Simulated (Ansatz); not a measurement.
Results of PBE (Ansatz, a quantum-chemistry and plane-wave program, plane waves, PAW) for CsCl-type CuZn.

Settings: plane-wave cutoff 520 eV, 16×16×16 k mesh, Fermi–Dirac smearing 0.1 eV, perturbation theory, force constants from a 4×4×4 q mesh, no spin polarisation, scalar-relativistic PAW data made under PBE.

Computed at the level's own relaxed cell. Harmonic vibrational thermodynamics at fixed volume:

```
T (K)  S_vib (J/K per mol of atoms)  C_V (J/K per mol of atoms)  F_vib (eV/atom)
-----  ----------------------------  --------------------------  ---------------
100                           14.88                       17.94           0.0192
200                      (withheld)                  (withheld)       (withheld)
300                      (withheld)                  (withheld)       (withheld)
500                      (withheld)                  (withheld)       (withheld)
800                      (withheld)                  (withheld)       (withheld)
900                      (withheld)                  (withheld)       (withheld)
1000                     (withheld)                  (withheld)       (withheld)
```

### Question
What belongs in the gaps?

### Answer

- 200, S_vib (J/K per mol of atoms): 29.26
- 200, C_V (J/K per mol of atoms): 22.80
- 200, F_vib (eV/atom): -0.0043
- 300, S_vib (J/K per mol of atoms): 38.77
- 300, C_V (J/K per mol of atoms): 23.95
- 300, F_vib (eV/atom): -0.0398
- 500, S_vib (J/K per mol of atoms): 51.19
- 500, C_V (J/K per mol of atoms): 24.58
- 500, F_vib (eV/atom): -0.1341
- 800, S_vib (J/K per mol of atoms): 62.80
- 800, C_V (J/K per mol of atoms): 24.80
- 800, F_vib (eV/atom): -0.3127
- 900, S_vib (J/K per mol of atoms): 65.72
- 900, C_V (J/K per mol of atoms): 24.83
- 900, F_vib (eV/atom): -0.3793
- 1000, S_vib (J/K per mol of atoms): 68.34
- 1000, C_V (J/K per mol of atoms): 24.85
- 1000, F_vib (eV/atom): -0.4488

The crystal is taken as a harmonic solid at every temperature: melting, phase changes and thermal expansion are not seen, nor the electrons' share in a metal.
